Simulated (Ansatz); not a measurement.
The starting structures come from a database of crystals and need not be the phases stable at ambient conditions.

```xyz
20
Lattice="6.3617 0.0000 0.0000 -1.5600 10.0461 0.0000 2.5704 -1.2285 4.9586" Properties=species:S:1:pos:R:3 pbc="T T T"
Ba     0.0178     8.8435     0.3240
Ba     7.3542    -0.0259     4.6346
Ba     1.9453     5.6893     1.8410
Ba     5.4267     3.1283     3.1176
Li     4.5892     7.0624     1.9059
Li     2.7828     1.7552     3.0527
Li     1.8411     8.9690     2.6297
Li     5.5309    -0.1515     2.3289
Li     2.6316     4.3642     4.3767
Li     4.7404     4.4533     0.5819
Ta     5.8183     6.4749     4.2769
Ta     1.5538     2.3426     0.6817
N      0.2798     3.8045     0.3472
N      7.0923     5.0130     4.6114
N      4.3404     0.1578     3.9341
N      3.0316     8.6598     1.0244
N      4.0951     5.7495     3.6511
N      3.2769     3.0680     1.3075
N      6.4975     7.6992     2.8889
N      0.8746     1.1183     2.0697
```

Space group of this cell: C2/c. The cell is taken as given; by r2SCAN its mean pressure is -2.7 GPa.

Transport runs along the normal of the first two printed cell vectors.

The gap is the functional's own, uncorrected, and κ follows it; spin-orbit coupling is left out. Mid-gap values are interpolated between the computed energies.

Problem. Give the band gap and the smallest decay constant κ at mid-gap that r2SCAN in Ansatz (an electronic-structure program) yields.

Solution. Gap 2.86 eV on a 6×6×6 mesh; κ = 0.345 1/Å, at the zone centre.
